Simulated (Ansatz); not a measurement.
The parent structure is InAs in the zinc blende structure (space group F-43m, No. 216; a = 6.109 Å). Axes: x, y, z lie along the cube axes.

Calculations: plane-wave PAW DFT at the r2SCAN level (Ansatz, an electronic-structure program, 500 eV), without spin-orbit coupling.

Base values:

```
Property    Value
--------  -------
Band gap  0.08 eV
```

Now apply this change: the cell is stretched by 1.54 % along y with no lateral relaxation; the atoms relax in the strained cell.

Q: What happens to the energy relative to the base?

A: The energy rises by 1.7 meV/atom.

Q: What happens to the band gap?

A: The band gap becomes zero (base: 0.08 eV).

The mesh was chosen for an insulator and is coarse for the gapless case. Whether these cells are dynamically stable was not tested. The final runs are not spin-polarised. The zero or small gap of InAs can change with the level of theory.
